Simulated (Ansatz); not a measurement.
Base system: CdSe in the wurtzite structure (space group P6_3mc, No. 186; a = 4.383 Å, c = 7.154 Å).

(Cell as relaxed with PBE.)

Levels (all Ansatz, a quantum-chemistry and plane-wave program, PAW): PBE (420 eV, no spin-orbit coupling); r2SCAN (500 eV, no spin-orbit coupling).

Each level relaxes its own structure.

```tsv
base	PBE	r2SCAN
volume per atom	29.75 Å³	28.86 Å³
lattice parameter a	4.383 Å	4.340 Å
band gap	0.54 eV	1.11 eV
```

Modification: cell and atoms relaxed at a pressure of 1.5 GPa.

```csv
quantity,PBE,r2SCAN
band gap,0.61 eV,1.17 eV
shift of the gap caused by the change,+0.07 eV,+0.06 eV
shortest interatomic distance,2.655 Å,2.631 Å
```

PBE's band gap lies 0.56 eV below r2SCAN's; PBE's shortest interatomic distance lies 0.0233 Å above r2SCAN's (0.9 %). Neither level is exact; r2SCAN is the comparison here, not a measurement.

Load acts through the strain it causes; cell and atoms are relaxed under it. No phonon test of stability was made.
